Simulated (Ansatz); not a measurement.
C under load (space group P6_3/mmc), r2SCAN, rigid bands run with Ansatz (a first-principles code). Condition of this run: hydrostatic pressure of -33 GPa (compression positive) (the target of the relaxation). Band gap 3.89 eV, N_c = 1.20e19 cm⁻³ and N_v = 1.95e19 cm⁻³ at 300 K, conductivity masses along x (a = (2.57, 0.00, 0.00) Å; b = (-1.29, 2.23, 0.00) Å; c = (0.00, 0.00, 4.28) Å) of 0.485 mₑ (electrons) and 0.454 mₑ (holes). Take k_BT = 0.02585 eV.

Task: A film of it is 2 nm thick, with its normal along the direction named. Estimate the confinement energies in an infinite well.

Result: ħ²π²/(2m t²) = 0.376 eV·nm²/(m/mₑ × t²) gives 194 meV for electrons and 207 meV for holes, so the gap would widen to about 4.29 eV. Finite barriers and nonparabolic bands lower this, and with several valleys or bands the heaviest mass along the normal sets the lowest level, not this average.

Task: Find the intrinsic carrier density and the intrinsic Fermi level.

Result: n_i = √(N_c N_v) exp(−E_g/2k_BT) = 1.53e19 × exp(−75.24) = 3.2e-14 cm⁻³. The level lies (k_BT/2) ln(N_v/N_c) = 6 meV from mid-gap (positive towards the conduction band). Each 0.1 eV added to the gap lowers n_i by a factor of 6.9.

Task: What thermal injection velocity √(2k_BT/πm) limits a ballistic channel along the direction named?

Result: 7.73e6 cm/s for electrons and 7.98e6 cm/s for holes, a ratio of √(m_h/m_e) = 0.968, for dilute carriers.

Rigid bands with the computed gap; masses take one relaxation time for all states. Spin-orbit coupling is left out. Geometry: cell and atoms relaxed with PBEsol.
